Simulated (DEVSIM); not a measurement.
Device: Si p+/n-/n+ power diode, at 250 K.

```
layer (left to right)  material  thickness (μm)  Nd (cm⁻³)  Na (cm⁻³)  τn (s)  τp (s)
---------------------  --------  --------------  ---------  ---------  ------  ------
1                            Si            2.20          -     1.1e18  1.8e-6  1.8e-6
2                            Si            6.60       5e15          -  1.8e-6  1.8e-6
3                            Si            2.20     3.1e18          -  1.8e-6  1.8e-6
```

Left contact: ohmic. Right contact: ohmic. Voltage is applied to the left contact. Recombination: SRH at mid-gap, radiative, Auger. Mobility is μmin + (μ − μmin)/(1 + (N/Nref)^α).

The device is made up for the run: typed textbook-type constants, with dimensions and the other settings drawn at random. Values at 300 K; Nc and Nv go as T^1.5, mobilities as T to minus their exponent, the gap by Varshni's rule with the affinity fixed.

| parameter | Si |
|---|---|
| gap (eV) | 1.124 |
| affinity (eV) | 4.05 |
| permittivity | 11.7 |
| Nc (cm⁻³) | 2.86e19 |
| Nv (cm⁻³) | 3.1e19 |
| μn (cm²/Vs) | 1417 |
| μp (cm²/Vs) | 470 |
| μn,min | 52 |
| μp,min | 45 |
| Nref,n | 9.7e16 |
| Nref,p | 2.2e17 |
| αn | 0.68 |
| αp | 0.72 |
| T exponent of μn | 2.3 |
| T exponent of μp | 2.2 |
| B (cm³/s) | 4.7e-15 |
| Cn (cm⁶/s) | 2.8e-31 |
| Cp (cm⁶/s) | 9.9e-32 |
| Varshni α (eV/K) | 0.000473 |
| Varshni β (K) | 636 |

Model (solved in DEVSIM): 1D drift-diffusion, Boltzmann statistics, complete ionisation; no tunnelling, impact ionisation, image-force lowering or self-heating.

The thickness of layer 3 was swept, all else fixed.

| thickness of layer 3 (μm) | dark forward voltage at 100 A/cm² (V) | dark forward voltage at 1 A/cm² (V) |
|---|---|---|
| 0.44 | 0.906 | 0.800 |
| 0.77 | 0.910 | 0.803 |
| 1.3 | 0.912 | 0.804 |
| 2.2 | 0.914 | 0.806 |
| 3.7 | 0.915 | 0.806 |
| 6.6 | 0.916 | 0.807 |
| 11 | 0.917 | 0.807 |

From the first row to the last the dark forward voltage at 100 A/cm² goes from 0.906 to 0.917. From the first row to the last the dark forward voltage at 1 A/cm² goes from 0.800 to 0.807.
